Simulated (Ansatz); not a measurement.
The starting structures come from a database of crystals and need not be the phases stable at ambient conditions.

Evanescent states of Cs3TlF6 (I4/mmm, not sure to be the ambient phase, 10 atoms a cell, 24.3 Å³ an atom) along the normal of (110)

Computed with r2SCAN (plane waves, PAW; Ansatz, a first-principles code).

The gap is the functional's own. No spin-orbit coupling. Mid-gap values are interpolated on the energy grid.

Energies count from the valence-band top; κ is the least over a 4×4 mesh across the current.

| E (eV) | κ (1/Å) | where |
|---|---|---|
| 0.10 | 0.150 | off Γ |
| 0.28 | 0.254 | off Γ |
| 0.47 | 0.323 | off Γ |
| 0.67 | 0.378 | off Γ |
| 0.85 | 0.423 | off Γ |
| 1.04 | … | off Γ |
| 1.24 | … | Γ |
| 1.43 | … | Γ |
| 1.61 | … | Γ |
| 1.80 | … | Γ |
| 2.00 | … | Γ |
| 2.19 | … | Γ |
| 2.38 | … | Γ |
| 2.56 | … | Γ |
| 2.75 | … | Γ |
| 2.94 | 0.341 | Γ |
| 3.13 | 0.311 | Γ |
| 3.33 | 0.275 | Γ |
| 3.52 | 0.228 | Γ |
| 3.71 | 0.160 | Γ |

Task: Fill in the missing entries.

Result: 
- 1.04, κ (1/Å): 0.462
- 1.24, κ (1/Å): 0.469
- 1.43, κ (1/Å): 0.462
- 1.61, κ (1/Å): 0.454
- 1.80, κ (1/Å): 0.445
- 2.00, κ (1/Å): 0.433
- 2.19, κ (1/Å): 0.420
- 2.38, κ (1/Å): 0.404
- 2.56, κ (1/Å): 0.386
- 2.75, κ (1/Å): 0.365
